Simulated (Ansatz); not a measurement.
Levels about the gap of amorphous Si₂₄O₄₉Cu₂ (75 atoms in a cell of 1123 Å³, 2.34 g/cm³; zone centre alone, so wide bands show as single levels with stretches between that a denser mesh fills), at the geometry that PBE relaxed, where it gives 2.3 GPa on a denser mesh. The participation number counts the atoms over which a state spreads; weights are charges in smoothed Voronoi cells. The levels come from a single point, so bond lengths are those of that geometry. Method of the levels: PBE, scalar-relativistic without spin-orbit coupling (Ansatz, a first-principles code). Sampling: the zone centre alone; Fermi-Dirac width 0.02 eV; no spin polarisation. At PBE the levels at the filled edge of the gap are localised (band-tail or defect states), and the nearest spread-out levels lie 5.3 eV apart at the zone centre.

The cell was made by melting and quenching with the CHGNet potential and then relaxed with DFT. O atoms were pushed apart under 1.9 Å during the dynamics, to hinder bonds among them. The hot cell started wider than the set density and was brought back towards it in steps. It is the lowest in DFT energy of 2 quenches. It is a model cell: composition and starting density were chosen by hand, and all elements were melted together. No dispersion term was used. Its density started from a set value of 2.34 and ended at 2.34 g/cm³. The quench (nominally 400 K/ps over its main leg) was far faster than any real one, so the model tends to hold more defects than a real film. One small periodic cell is one sample of the glass; other quenches scatter about these values. The volume was held where the preparation left it and the shape relaxed, at a PBE pressure of 2.3 GPa. Stress components on the final sampling reach 2.3 GPa.

```
E - E(highest filled), eV  filling  participation number        largest on  weight Cu  weight O  weight Si
-------------------------  -------  --------------------  ----------------  ---------  --------  ---------
-0.78                       filled                   2.1  Cu, 3 neighbours       0.96      0.03       0.00
-0.72                       filled                   2.3  Cu, 3 neighbours       0.91      0.09       0.01
-0.66                       filled                   2.1  Cu, 3 neighbours       0.90      0.09       0.01
-0.54                       filled                   2.1  Cu, 3 neighbours       0.89      0.10       0.01
-0.48                       filled                   1.8  Cu, 3 neighbours       0.88      0.11       0.01
-0.33                       filled                   2.0  Cu, 3 neighbours       0.80      0.19       0.02
0.00                        filled                   2.8  Cu, 3 neighbours       0.83      0.15       0.02
1.96                         empty                  55.2  Cu, 3 neighbours       0.07      0.67       0.26
3.31                         empty                  33.1  Si, 4 neighbours       0.09      0.61       0.30
3.54                         empty                  20.5  Cu, 3 neighbours       0.21      0.52       0.26
3.64                         empty                  37.1  Cu, 3 neighbours       0.15      0.62       0.23
3.81                         empty                  46.3  Si, 4 neighbours       0.03      0.68       0.30
3.83                         empty                  46.3  Cu, 3 neighbours       0.08      0.67       0.25
4.09                         empty                  39.2  Si, 4 neighbours       0.04      0.64       0.32
```

Most localised among these is the filled level at -0.48 eV, on a Cu atom, which has 3 neighbours (O 1.84 Å, O 1.88 Å, Cu 2.52 Å).
